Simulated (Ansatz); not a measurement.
composition SnGe15, cell Sn4Ge60, brought to this temperature after a much hotter stage [in the run: it was liquid; mean temperature 1500 K (target 1490 K); density 5.06 g/cm³; one k-point, which a denser mesh shifts by 0.0 GPa in pressure and 0.09 eV/Å in forces]. The atoms began on random sites, so units and networks may differ from a laboratory melt's. Bonds are counted up to Ge-Ge 3.74 Å, Ge-Sn 4.06 Å, Sn-Sn 3.90 Å.

**Question.** What distribution of Ge-Ge-Sn angles does Ansatz (an electronic-structure program) with PBE give?

**Answer.** mean 97°, standard deviation 33°.
(angle (°), p (1/°)): (1.5, 0.0000); (4.5, 0.0000); (7.5, 0.0000); (10.5, 0.0000); (13.5, 0.0000); (16.5, 0.0000); (19.5, 0.0000); (22.5, 0.0000); (25.5, 0.0000); (28.5, 0.0000); (31.5, 0.0000); (34.5, 0.0000); (37.5, 0.0001); (40.5, 0.0010); (43.5, 0.0029); (46.5, 0.0062); (49.5, 0.0087); (52.5, 0.0106); (55.5, 0.0110); (58.5, 0.0113); (61.5, 0.0117); (64.5, 0.0109); (67.5, 0.0104); (70.5, 0.0095); (73.5, 0.0103); (76.5, 0.0093); (79.5, 0.0096); (82.5, 0.0097); (85.5, 0.0098); (88.5, 0.0099); (91.5, 0.0098); (94.5, 0.0097); (97.5, 0.0097); (100.5, 0.0094); (103.5, 0.0089); (106.5, 0.0090); (109.5, 0.0087); (112.5, 0.0082); (115.5, 0.0084); (118.5, 0.0081); (121.5, 0.0080); (124.5, 0.0076); (127.5, 0.0071); (130.5, 0.0073); (133.5, 0.0068); (136.5, 0.0064); (139.5, 0.0061); (142.5, 0.0054); (145.5, 0.0057); (148.5, 0.0046); (151.5, 0.0043); (154.5, 0.0042); (157.5, 0.0038); (160.5, 0.0034); (163.5, 0.0028); (166.5, 0.0022); (169.5, 0.0020); (172.5, 0.0015); (175.5, 0.0010); (178.5, 0.0002)
